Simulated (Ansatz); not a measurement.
System: BP (model structure, started from the BN type, Pm-3n, No. 223, 12 atoms in the cell). Method: LDA in Ansatz (PAW).

Settings: plane-wave cutoff 520 eV, 6×6×6 k mesh, Fermi–Dirac smearing 0.01 eV, scalar-relativistic PAW data made under PBE.

Cell (relaxed at this level):

```cif
data_B6P6
_chemical_formula_sum 'B6 P6'
_space_group_name_H-M_alt 'P 1'
_space_group_IT_number 1
_cell_length_a 5.52321
_cell_length_b 5.52321
_cell_length_c 5.52321
_cell_angle_alpha 90.000
_cell_angle_beta 90.000
_cell_angle_gamma 90.000
loop_
_space_group_symop_operation_xyz
  'x, y, z'
loop_
_atom_site_label
_atom_site_type_symbol
_atom_site_fract_x
_atom_site_fract_y
_atom_site_fract_z
_atom_site_occupancy
B1 B 0.25000 0.00000 0.50000 1
B2 B 0.50000 0.25000 0.00000 1
B3 B 0.50000 0.75000 0.00000 1
B4 B 0.75000 0.00000 0.50000 1
B5 B 0.00000 0.50000 0.75000 1
B6 B 0.00000 0.50000 0.25000 1
P1 P 0.25000 0.50000 0.00000 1
P2 P 0.00000 0.25000 0.50000 1
P3 P 0.00000 0.75000 0.50000 1
P4 P 0.75000 0.50000 0.00000 1
P5 P 0.50000 0.00000 0.75000 1
P6 P 0.50000 0.00000 0.25000 1
```

Q: Estimate the band gap, smallest direct gap on the k points sampled and direct gap at Γ that the calculation returns.

A: 
* **band gap**: 0.45 eV (indirect)
* **smallest direct gap on the k points sampled**: 0.91 eV
* **direct gap at Γ**: 1.24 eV

Note: the relaxation could raise the start's symmetry but not lower it, so the cell can be a saddle point.

The computed numbers hold no vibrational or temperature effects.

A model structure was made by putting elements into a prototype or built by hand; it is no filed structure, need not be a known phase, and can be a saddle point held by its symmetry.

Ansatz is a first-principles code.
